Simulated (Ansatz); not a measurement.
Dopant-vacancy pairs in fcc Al: the barrier for the dopant to change places with the neighbouring vacancy. Level of theory: PBE, PAW (plane waves to 420 eV; Ansatz, a program for electronic structure). Climbing-image NEB, static nuclei, no finite-size correction; this step alone does not carry the dopant far.

```json
[
 {"Dopant": "Au, pair charge 0", "Hop (Å)": "2.71", "Neighbours at the saddle": "2 Al at 2.57, 2 Al at 2.59, Al at 3.07, Al at 3.08, Al at 3.18, Al at 3.19 Å", "Cell": "32 sites, 5×5×5 shifted, single points at the geometries of a band on a coarser mesh", "Barrier (eV)": "0.44"},
 {"Dopant": "Cu, pair charge 0", "Hop (Å)": "2.97", "Neighbours at the saddle": "2 Al at 2.48, 2 Al at 2.54, 2 Al at 2.93 Å", "Cell": "32 sites, 6×6×6 shifted, single points at the geometries of a band on a coarser mesh", "Barrier (eV)": "0.50"},
 {"Dopant": "Si, pair charge 0", "Hop (Å)": "2.76", "Neighbours at the saddle": "2 Al at 2.54, 2 Al at 2.56, 2 Al at 3.05, 2 Al at 3.18 Å", "Cell": "32 sites, 5×5×5 shifted, single points at the geometries of a band on a coarser mesh", "Barrier (eV)": "___"},
 {"Dopant": "Zn, pair charge 0", "Hop (Å)": "2.71", "Neighbours at the saddle": "4 Al at 2.58, 2 Al at 3.13, 2 Al at 3.15 Å", "Cell": "32 sites, 6×6×6 shifted, single points at the geometries of a band on a coarser mesh", "Barrier (eV)": "0.33"}
]
```

Question: Some entries are withheld; supply them.

Answer: 
- Si, pair charge 0, Barrier (eV): 0.51
